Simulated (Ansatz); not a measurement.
## Cost against accuracy: kpoints.mp_grid.grid for Mg₂TeS (R3m, 4 atoms in the cell)

```yaml
crystal:
  lattice:
    - [2.15477, 1.24406, 7.08151]
    - [-2.15477, 1.24406, 7.08151]
    - [0.00000, -2.48811, 7.08151]
  atoms:
    - { symbol: Mg, position: [0.99072, 0.99072, 0.99072] }
    - { symbol: Mg, position: [0.51005, 0.51005, 0.51005] }
    - { symbol: Te, position: [0.12309, 0.12309, 0.12309] }
    - { symbol: S, position: [0.62611, 0.62611, 0.62611] }
```

Computed with HSE06, default PAW files made with PBE (plane waves; Ansatz, a first-principles code).

Base settings: basis.ecutwfc = 420 eV; kpoints.mp_grid.grid = 4 4 4; hamiltonian.xc = hse06; hamiltonian.pseudopotentials = {kind: paw} (the program's default PAW files); scf.occupations.method = fixed.

Misses are taken against the tightest run, 6 6 6, which need not be fully converged itself. The energy is the free energy per atom.

Core times come from one kind of shared machine and are given to one figure; runs under 30 s give none.

The starting cell comes from a database of computed structures (which also holds hypothetical and non-ambient phases and stackings), without a prior relaxation at this level. Its lattice was rescaled by a random factor within 2.5 % of one. Ansatz's pressure includes its estimate of the finite-basis (Pulay) stress.

| kpoints.mp_grid.grid | energy less reference (meV/atom) | pressure less reference (GPa) | largest difference in the force on any atom (eV/Å) | core time / reference (rough) |
|---|---|---|---|---|
| 2 2 2 | 210.60 | 1.66 | 0.055 | – |
| 3 3 3 | 31.00 | 0.31 | 0.020 | 0.07 |
| 4 4 4 | 5.74 | 0.07 | 0.007 | 0.1 |
| 6 6 6 | 0.00 | 0.00 | 0.000 | 1 |

The last two settings still differ by 5.7 meV/atom, so the table cannot show that the reference is converged.

Coarsest setting among those run that, with all tighter ones, holds the energy within 20 meV/atom of the reference: 4 4 4, off by 5.7 meV/atom; it needs about 0.1 of the reference's time.

Keys are those of Ansatz 0.2.
